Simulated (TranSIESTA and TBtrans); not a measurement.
# Au chain with one Sn atom in place of Au

Device: Au chain with one Sn atom in place of Au. Leads: straight Au chain, spacing 2.55 Å. Geometry: 3 atoms about the centre moved by SIESTA (PBE, DZP) to a largest force of 0.01 eV/Å, all others as built, motion along the axis alone.

TranSIESTA and TBtrans, LDA, DZP numerical orbitals (energy shift 0.15 eV), PseudoDojo norm-conserving scalar-relativistic potentials, mesh cutoff 200 Ry, 300 K, no spin polarisation, no spin-orbit coupling; self-consistent non-equilibrium Green functions.

| Quantity | Value |
|---|---|
| Conductance at 300 K (G0 = 2e²/h) | 0.94 |
| Thermopower (μV/K) | 2.5 |
| Mean T from −0.5 to 0.5 eV | 0.95 |

Energies count from the leads' Fermi level. Transmissions are for one spin of a degenerate pair. The energy step is 0.01 eV; narrower resonances are cut or missed.

| E (eV) | T | lead channels |
|---|---|---|
| -2.00 | 0.064 | 3 |
| -1.90 | 0.057 | 3 |
| -1.80 | 0.058 | 3 |
| -1.70 | 0.082 | 3 |
| -1.60 | 0.13 | 3 |
| -1.50 | 0.20 | 3 |
| -1.40 | 0.32 | 3 |
| -1.30 | 0.55 | 3 |
| -1.20 | 1.04 | band edge |
| -1.10 | 1.05 | band edge |
| -1.00 | 1.01 | band edge |
| -0.90 | 0.99 | band edge |
| -0.80 | 0.99 | band edge |
| -0.70 | 0.99 | 4 |
| -0.60 | 1.00 | 4 |
| -0.50 | 1.00 | 4 |
| -0.40 | 1.00 | 4 |
| -0.30 | 1.00 | 4 |
| -0.20 | 0.99 | 4 |
| -0.10 | 0.98 | 3 |
| 0.00 | 0.93 | band edge |
| 0.10 | 0.92 | 1 |
| 0.20 | 0.91 | 1 |
| 0.30 | 0.90 | 1 |
| 0.40 | 0.90 | 1 |
| 0.50 | 0.89 | 1 |
| 0.60 | 0.88 | 1 |
| 0.70 | 0.87 | 1 |
| 0.80 | 0.86 | 1 |
| 0.90 | 0.84 | 1 |
| 1.00 | 0.83 | 1 |
| 1.10 | 0.82 | 1 |
| 1.20 | 0.81 | 1 |
| 1.30 | 0.80 | 1 |
| 1.40 | 0.79 | 1 |
| 1.50 | 0.78 | 1 |
| 1.60 | 0.77 | 1 |
| 1.70 | 0.76 | 1 |
| 1.80 | 0.75 | 1 |
| 1.90 | 0.73 | 1 |
| 2.00 | 0.72 | 1 |

The leads' channel count changes near 0.01 eV, within the thermal window, so values at the Fermi level hang on where that band edge falls. The straight chain is held at its spacing; free chains may zigzag or dimerise. No spin-polarised start was tried, so a magnetic state, if there is one, is missed. Spin-orbit coupling, left out here, matters for the heavy atoms.
